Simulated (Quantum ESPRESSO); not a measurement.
Input and output of a self-consistent single point for SnTe (I4mm, 2 atoms in the cell) (Quantum ESPRESSO).

Method: PBEsol, PseudoDojo standard norm-conserving (PBESOL) pseudopotentials (plane waves; Quantum ESPRESSO).

```xyz
2
Lattice="0.0000 3.1442 3.1442 3.1442 0.0000 3.1442 3.1442 3.1442 0.0000" Properties=species:S:1:pos:R:3 pbc="T T T"
Sn     0.0000     0.0000     0.0500
Te     3.1442     3.1442     3.1442
```

Reference input (self-consistent single point, DFT, PBEsol, plane waves, PseudoDojo standard norm-conserving (PBESOL) pseudopotentials): ecutwfc = 85 Ry; occupations = smearing; smearing = fd; degauss = 0.000734986 Ry; potentials = {Sn: Sn.upf, Te: Te.upf}; K_POINTS = automatic 4 4 4 0 0 0; conv_thr = 1e-11 Ry; mixing_beta = 0.5. This run's input differs from it in these lines:

```diff
@@ -32,3 +32,3 @@
 K_POINTS automatic
-4 4 4  0 0 0
+4 4 4  1 1 1
```

The program printed (abridged):

```
     Self-consistent Calculation

     iteration #  1     ecut=    85.00 Ry     beta= 0.50

     Threshold (ethr) on eigenvalues was too large:
     Diagonalizing with lowered threshold

     total energy              =    -366.57231949 Ry
     estimated scf accuracy    <       0.01462147 Ry

     iteration #  2     ecut=    85.00 Ry     beta= 0.50

     total energy              =    -366.57513336 Ry
     estimated scf accuracy    <       0.00129293 Ry

     iteration #  3     ecut=    85.00 Ry     beta= 0.50

     total energy              =    -366.57528005 Ry
     estimated scf accuracy    <       0.00025375 Ry

   [... 4 blocks of this kind left out ...]

     iteration #  8     ecut=    85.00 Ry     beta= 0.50

     total energy              =    -366.57529370 Ry
     estimated scf accuracy    <          3.6E-10 Ry

     iteration #  9     ecut=    85.00 Ry     beta= 0.50
     End of self-consistent calculation

     the Fermi energy is     9.8387 ev

!    total energy              =    -366.57529370 Ry
     estimated scf accuracy    <          7.3E-12 Ry
     smearing contrib. (-TS)   =      -0.00000000 Ry
     internal energy E=F+TS    =    -366.57529370 Ry

     convergence has been achieved in   9 iterations

     Forces acting on atoms (cartesian axes, Ry/au):

     atom    1 type  1   force =     0.00000000    0.00000000   -0.00028111
     atom    2 type  2   force =     0.00000000    0.00000000    0.00028111

     Total force =     0.000398     Total SCF correction =     0.000007

          total   stress  (Ry/bohr**3)                   (kbar)     P=        2.15
   0.00001303   0.00000000  -0.00000000            1.92        0.00       -0.00
  -0.00000000   0.00001303   0.00000000           -0.00        1.92        0.00
  -0.00000000  -0.00000000   0.00001777           -0.00       -0.00        2.61

   JOB DONE.
```

The run converged in 9 iterations. Against the reference run the free energy goes up by 6.4 meV/atom, the pressure goes from -0.70 to 0.21 GPa, the largest force goes from 0.088 to 0.007 eV/Å and the gap on the mesh goes from 0.185 to 0.764 eV.

The starting cell has typed, rounded lattice constants, without a prior relaxation at this level. Its lattice was rescaled by up to half a per cent. One atom was moved a little off its site on purpose. Spin-orbit coupling is off. Another mesh or the band path of this cell gives a smaller gap, so this value is not converged in the mesh.
